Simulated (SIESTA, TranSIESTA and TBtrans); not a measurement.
Run with TranSIESTA and TBtrans (open boundaries, self-consistent; PseudoDojo norm-conserving potentials, scalar-relativistic): Spin polarized, PAO.BasisSize DZP, PAO.EnergyShift 0.15 eV, XC.Authors PBE, Mesh.Cutoff 200 Ry, ElectronicTemperature 300 K, TS.Voltage 0.0 eV, TBT.Elecs.Eta 0.001 eV.

Junction: Rh chain with one N atom inserted. Leads: straight Rh chain, spacing 2.185 Å. Geometry: as built, not relaxed. Transport runs along z; the first 6 and the last 6 of the 21 atoms are the lead cells, repeated to infinity.

```xyz
21
Lattice="9.000 0.000 0.000 0.000 9.000 0.000 0.000 0.000 45.115" Properties=species:S:1:pos:R:3 pbc="F F T"
Rh     4.500     4.500     0.000
Rh     4.500     4.500     2.185
Rh     4.500     4.500     4.370
Rh     4.500     4.500     6.555
Rh     4.500     4.500     8.740
Rh     4.500     4.500    10.925
Rh     4.500     4.500    13.110
Rh     4.500     4.500    15.295
Rh     4.500     4.500    17.480
Rh     4.500     4.500    19.665
N      4.500     4.500    21.465
Rh     4.500     4.500    23.265
Rh     4.500     4.500    25.450
Rh     4.500     4.500    27.635
Rh     4.500     4.500    29.820
Rh     4.500     4.500    32.005
Rh     4.500     4.500    34.190
Rh     4.500     4.500    36.375
Rh     4.500     4.500    38.560
Rh     4.500     4.500    40.745
Rh     4.500     4.500    42.930
```
Starting moments (μB): atom 7 +1.5, atom 8 +1.5, atom 9 +1.5, atom 10 +1.5, atom 11 +1, atom 12 +1.5, atom 13 +1.5, atom 14 +1.5, atom 15 +1.5; lead atoms +1.5 (left) and +1.5 (right).

Q: Give the largest eigenchannel transmissions at the Fermi level (four at most) and the total.

A: Up: 0.99, 0.99, 0.98, 0.0099 (total 2.96); down: 1.00, 1.00, 0.97, 0.010 (total 3.00). The magnetic order of the leads was set by the start, and no other order was tried; the separate lead runs end at 0.49 (left) and 0.49 (right) μB an atom. The straight chain is held at its spacing; free chains may zigzag or dimerise.
